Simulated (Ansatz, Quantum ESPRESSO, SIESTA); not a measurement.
## One structure in several programs: Al3GaN4 (P-43m, 8 atoms in the cell)

Relaxation of cell and atoms.

```
CELL_PARAMETERS angstrom
      4.40144     0.00000     0.00000
      0.00000     4.40144     0.00000
      0.00000     0.00000     4.40144
ATOMIC_POSITIONS crystal
  Al 0.50000 0.50000 0.00000
  Al 0.00000 0.50000 0.50000
  Al 0.50000 0.00000 0.50000
  Ga 0.00000 0.00000 0.00000
  N  0.74416 0.74416 0.25584
  N  0.74416 0.25584 0.74416
  N  0.25584 0.25584 0.25584
  N  0.25584 0.74416 0.74416
```

Shared settings, as Ansatz (a first-principles code) writes them: kpoints.mp_grid.grid = 6 6 6; scf.occupations.method = fermi_dirac; scf.occupations.width = 0.0015 Ry. Potentials and cutoffs stand in the table.

| code | model | final volume (Å³/atom) | gap on the mesh (eV) | cutoff |
|---|---|---|---|---|
| Ansatz | LDA (PW92), PAW files made with PBE | 10.43 | 3.379 | 30.9 Ry |
| Quantum ESPRESSO | LDA (PW92), PseudoDojo standard norm-conserving (LDA) pseudopotentials | 10.38 | 3.406 | 85 Ry |
| SIESTA | LDA PW92, numerical atomic orbitals DZP, PseudoDojo LDA standard norm-conserving potentials (rewritten from UPF to PSML) | 10.50 | 3.408 | grid 300 Ry |

Gaps are read on the mesh.

The spread over the programs that give each value: final volume within 0.12 Å³/atom; gap on the mesh within 0.029 eV.

SIESTA uses small atom-centred bases, whose incompleteness enters pressures, forces and empty levels differently from a plane-wave cutoff. The programs treat the finite-basis stress differently while the cell relaxes: Ansatz adds an estimate of it.

The starting cell comes from a database of computed structures (which also holds hypothetical and non-ambient phases and stackings), without a prior relaxation at this level.

Left out of this page: GPAW (not drawn, or without a comparable value).

Keys are those of Ansatz 0.2.
